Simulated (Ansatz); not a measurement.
Where the default PAW files enter, the runs use the earlier of Ansatz's two default sets.

By PBEsol, the system below comes out a metal.

A figure of merit of an interconnect metal is its ballistic conductance per area.

```xyz
8
Lattice="3.3213 0.0000 0.0000 0.0000 5.1415 0.0000 0.0000 0.0000 5.4027" Properties=species:S:1:pos:R:3 pbc="T T T"
Si     0.8303     4.2217     3.1461
Si     2.4910     0.9199     2.2566
Si     2.4910     3.4906     0.4447
Si     0.8303     1.6509     4.9579
Ni     2.4910     2.6116     3.7199
Ni     0.8303     2.5299     1.6828
Ni     0.8303     5.1007     1.0185
Ni     2.4910     0.0409     4.3842
```

Space group of this cell: Pnma. The cell is strained (lengths along the current scaled by 0.97, ions clamped); by PBEsol its mean pressure is 5.2 GPa.

The current flows along the normal of the first two printed cell vectors. No spin-orbit coupling; the value is a mean over 0.1 eV about the Fermi level.

Task: State the ballistic conductance per area according to PBEsol run with Ansatz (an electronic-structure program).

Result: 0.53 × 10¹⁵ S/m² for both spins.
